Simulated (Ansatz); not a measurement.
MoGe2 (I4/mmm, No. 139, 3 atoms in the cell; start mp-10201), treated with r²SCAN (plane waves, PAW; Ansatz, a first-principles code).

Numerical settings: plane-wave cutoff 560 eV, 24×24×24 k mesh, Fermi–Dirac smearing 0.05 eV, no spin polarisation, scalar-relativistic PAW data made under PBE.

Cell (relaxed at this level):

```
CELL_PARAMETERS angstrom
     -1.65937     1.65937     4.09655
      1.65937    -1.65937     4.09655
      1.65937     1.65937    -4.09655
ATOMIC_POSITIONS crystal
  Ge 0.66167 0.66167 0.00000
  Ge 0.33833 0.33833 0.00000
  Mo 0.00000 0.00000 0.00000
```

### Question
Estimate the bulk modulus B0 that the calculation returns.

### Answer

- bulk modulus B0: 176 GPa

Note: the run has no spin polarisation, so it can have missed a magnetic state; the bulk modulus is −V dP/dV from two relaxed cells at ±2 % in volume; the relaxation could not lower the start's symmetry, so the cell can be a saddle point above a distorted one.

The computed numbers hold no vibrational or temperature effects.

A start named mp-… is a Materials Project structure, which need not be a measured phase.
